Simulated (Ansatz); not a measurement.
```xyz
5
Lattice="5.7885 0.0000 0.0000 2.8943 5.0130 0.0000 2.8943 -1.6710 2.2784" Properties=species:S:1:pos:R:3 pbc="T T T"
Ba     0.0000     0.0000     0.0000
Ti     2.8943     1.6710     1.1392
O      1.4471     2.5065     0.0000
O      4.3414     2.5065     0.0000
O      2.8943     0.0000     0.0000
```

No spin polarisation.

Calculations: r2SCAN, PAW, 500 eV (Ansatz, a program for electronic structure; no spin-orbit coupling). Settings: 8×8×8 k-points, 0.05 eV Fermi–Dirac smearing.

**Question.** Predict the smallest direct gap, space group and pressure.

**Answer.** The smallest direct gap is 2.00 eV and the space group comes out as R-3m (No. 166). The pressure (mean of the normal stresses, compression positive) is -6.07 GPa.

The cells carry an imposed strain or load. No phonon test of stability was made. All final runs are without spin polarisation. The cell was made from BaTiO3 in the cubic perovskite structure (space group Pm-3m, No. 221) by this change: biaxial strain +2.48 %, plane normal [111], relaxed out of plane. Many cubic perovskites are stable only at high temperature; tilts and polar distortions were not tested. This is not the structure that BaTiO3 has at room temperature and ambient pressure.
